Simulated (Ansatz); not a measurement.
**What Se → Ir does to CdSe**

Start from CdSe in the zinc blende structure (space group F-43m, No. 216; a = 6.1333 Å).

Now apply this change: every Se is replaced by Ir; the structure is relaxed again.

Computed with plane-wave PAW DFT at the r2SCAN level (Ansatz, an electronic-structure program, 500 eV), without spin-orbit coupling. Settings: 14×14×14 k-points, 0.05 eV Fermi–Dirac smearing, for the changed cell.

The volume per atom drops by 2.27 Å³ to 26.57 Å³ and the density grows by 4.01 g/cm³ to 9.52 g/cm³. The lattice parameter a drops by 0.165 Å, from 6.133 Å to 5.968 Å and the space group remains F-43m (No. 216). The shortest interatomic distance drops by 0.072 Å to 2.584 Å and the band gap becomes zero (base: 1.04 eV).

Final structure:

```xyz
2
Lattice="0.0000 2.9839 2.9839 2.9839 0.0000 2.9839 2.9839 2.9839 0.0000" Properties=species:S:1:pos:R:3 pbc="T T T"
Ir     4.4759     4.4759     4.4759
Cd     0.0000     0.0000     0.0000
```

Cost of the whole job for the changed cell (relaxation, final SCF and bands): very roughly 2.7 core-minutes.

No phonon test of stability was made. As relaxed here, CdIr is a hypothetical phase, not in the database extracts checked. All final runs are without spin polarisation. An odd electron count without spin: CdIr. CdIr has a high density of states at the Fermi level and may be magnetic at this level.
